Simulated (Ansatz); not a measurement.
PbS (model structure, started from the zincblende type, F-43m, No. 216, 2 atoms in the cell) was calculated with r²SCAN in Ansatz (PAW).

Numerical settings: plane-wave cutoff 560 eV, 10×10×10 k mesh, Fermi–Dirac smearing 0.01 eV, scalar-relativistic PAW data made under PBE.

Cell (relaxed with PBEsol):

```
PbS
1.0
    0.00000     3.27151     3.27151
    3.27151     0.00000     3.27151
    3.27151     3.27151     0.00000
S Pb
1 1
Direct
  0.75000   0.75000   0.75000
  0.00000   0.00000   0.00000
```

### Question
Predict the band gap, smallest direct gap on the k points sampled and Γ–Γ gap.

### Answer

- band gap: 0.88 eV
- smallest direct gap on the k points sampled: 1.40 eV
- Γ–Γ gap: 4.66 eV

Note: the relaxation could raise the start's symmetry but not lower it, so the cell can be a saddle point; cell and atoms aren't relaxed at this level (pressure 1.1 GPa).

Spin–orbit coupling is not included; with these elements it can move the gap by several tenths of an eV or more.

Computed values are for the static lattice.

A model structure was made by putting elements into a prototype or built by hand; it is no filed structure, need not be a known phase, and can be a saddle point held by its symmetry.

Ansatz is a program for electronic structure.
